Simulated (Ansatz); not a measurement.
**Point defect Li interstitial in 4H silicon carbide**

The numbers are results of PBE, PAW (plane waves to 420 eV; Ansatz, a quantum-chemistry and plane-wave program), not measurements. Cell: 96 sites, 3×2×1; final energies on a 2×2×2 shifted mesh. Site at the start: void with 4C nearest. Finite-size correction: monopole term and site-potential alignment. Dielectric constants: PBE linear response of the host. Host gap at this level: 2.23 eV. Finite-size and sampling errors can reach tenths of an eV here. The semilocal functional narrows the gap, so deep levels can fall outside it. Spin–orbit coupling is left out. Each state is the lowest found from its start.

Formation energies E_f are given with the Fermi level at the valence-band maximum. Chemical conditions: C-rich (Δμ(Li) = -0.087 eV, bounded by LiC12 (P6/mmm); only phases computed here count, gases as isolated molecules at 0 K). Reference phases: Li: bcc Li.

The name describes the start; the neighbours show where the added atom ended.

```json
[
 {"charge": "+1", "moment (μB)": "not spin-polarised", "largest move off a lattice site (Å)": "0.09", "neighbours of the added atom at the end (Å)": "C 1.90, C 1.90, C 1.90, C 1.90", "image correction with alignment (eV)": "0.24", "E_f, C-rich (eV)": "0.33"},
 {"charge": "0*", "moment (μB)": "quenched", "largest move off a lattice site (Å)": "0.08", "neighbours of the added atom at the end (Å)": "C 1.90, C 1.90, C 1.90, C 1.90", "image correction with alignment (eV)": "–", "E_f, C-rich (eV)": "–"}
]
```

* At this level the carrier isn't localised at the defect: at charge 0 electrons occupy the conduction band. Such a state is shallow or no state of the defect, and this cell gives it no level.

Starting moments that weren't kept: charge 0 began with 1 μB and ended with 0.0.

No other site or start that was run ended lower by more than 0.1 eV.

Flagged in the runs: a host whose relaxation on this sampling wasn't shown to rest.
